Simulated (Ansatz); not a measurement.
Worked example: self-consistent single point of LuSi2Os2 (I4mm, 5 atoms in the cell) in Ansatz (a first-principles code).

Level of theory: PBEsol, default PAW files made with PBE (plane waves; Ansatz).

```yaml
crystal:
  lattice:
    - [-2.08429, 2.08429, 4.72882]
    - [2.08429, -2.08429, 4.72882]
    - [2.08429, 2.08429, -4.72882]
  atoms:
    - { symbol: Lu, position: [0.00529, 0.00529, 0.00000] }
    - { symbol: Si, position: [0.62815, 0.62815, 0.00000] }
    - { symbol: Si, position: [0.37185, 0.37185, 0.00000] }
    - { symbol: Os, position: [0.75000, 0.25000, 0.50000] }
    - { symbol: Os, position: [0.25000, 0.75000, 0.50000] }
```

Reference input (self-consistent single point, DFT, PBEsol, plane waves, default PAW files made with PBE): basis.ecutwfc = 30.9 Ry; kpoints.mp_grid.grid = 6 6 6; hamiltonian.xc = pbesol; hamiltonian.pseudopotentials = {kind: paw} (the program's default PAW files); scf.occupations.method = gaussian; scf.occupations.width = 0.0073 Ry. This run's input differs from it in these lines:

Ansatz 0.2 input:
```diff
@@ -12,3 +12,3 @@
 basis:
-  ecutwfc: 30.9 Ry
+  ecutwfc: 21.7 Ry
 kpoints:
```

Output (repeated stretches shortened):

```
SCF iter   1: F=—  HF=-38359.549979 eV  |F-HF|=—  |Δ(HF+E_count)|=         —  Δρ=7.43e-3  dr2=2.42e-2  ethr=1.77e-3  ⟨swp⟩=5.4  Hψ=4326  notcnv=0
all-band conjugate gradients solve this SCF's bands
preconditioner: auto → Kerker (q_TF=auto, 2.624 Å⁻¹)
SCF iter   2: F=—  HF=-38359.542720 eV  |F-HF|=—  |Δ(HF+E_count)|=   7.26e-3  Δρ=4.25e-3  dr2=1.01e-2  ethr=3.73e-5  ⟨swp⟩=2.0  Hψ=2059  notcnv=0
   [... lines left out ...]
SCF iter   5: F=—  HF=-38359.539274 eV  |F-HF|=—  |Δ(HF+E_count)|=   7.93e-5  Δρ=1.15e-4  dr2=1.40e-5  ethr=5.41e-7  ⟨swp⟩=2.0  Hψ=2030  notcnv=0
SCF iter   6: F=—  HF=-38359.539282 eV  |F-HF|=—  |Δ(HF+E_count)|=   7.83e-6  Δρ=3.59e-5  dr2=1.72e-6  ethr=2.16e-8  ⟨swp⟩=2.0  Hψ=2053  notcnv=0
SCF iter   7: F=—  HF=-38359.539282 eV  |F-HF|=—  |Δ(HF+E_count)|=   3.45e-7  Δρ=7.86e-6  dr2=6.81e-8  ethr=1.54e-10  ⟨swp⟩=7.3  Hψ=5933  notcnv=0
SCF iter   8: F=-38359.539282 eV  HF=-38359.539282 eV  |F-HF|=1.02e-8  |Δ(HF+E_count)|=  2.55e-10  Δρ=3.26e-6  dr2=1.45e-8  ethr=1.05e-10  ⟨swp⟩=4.0  Hψ=3803  notcnv=0
SCF 1 converged in 8 iterations: F = -38359.539282 eV  dr2 = 1.45e-8
Free energy (F): -38359.539282 eV
Internal energy: -38359.529118 eV  (E = F + TS)
E sigma→0 (E₀):  -38359.534200 eV
Entropy (-TS):   -0.010163 eV (-2.033 meV/atom)
Fermi energy:    16.767545 eV
--- Forces (eV/Å), atoms counted from 1 ---
  atom   1  Lu    -0.00000000     0.00000000    -0.23406044
  atom   2  Si     0.00000000    -0.00000000     0.04826285
  atom   3  Si    -0.00000000     0.00000000     0.01875312
  atom   4  Os    -0.00000000     0.00000000     0.08351711
  atom   5  Os     0.00000000     0.00000000     0.08351711
--- Stress (GPa, compression-positive) ---
       -4.782276      -0.000000      -0.000000
       -0.000000      -4.782276      -0.000000
       -0.000000       0.000000      -2.601883
  P = ⅓ Tr σ = -4.0555 GPa (-40.555 kbar)
  The stress holds the Pulay correction. Without it, at fixed plane waves, as pw.x and ABINIT print it: P = -12.1679 GPa
```

The run converged in 8 iterations. Against the reference run the free energy goes up by 92.1 meV/atom, the pressure goes from -3.95 to -4.06 GPa and the largest force hardly changes (0.233 to 0.234 eV/Å).

The starting cell comes from a database of computed structures (which also holds hypothetical and non-ambient phases and stackings), without a prior relaxation at this level. Its lattice was rescaled by up to half a per cent. One atom was moved a little off its site on purpose. Spin polarisation is off. Ansatz's pressure includes its estimate of the finite-basis (Pulay) stress. Without the estimate this run gives -12.17 GPa. The cutoff lies below the one recommended for these files.
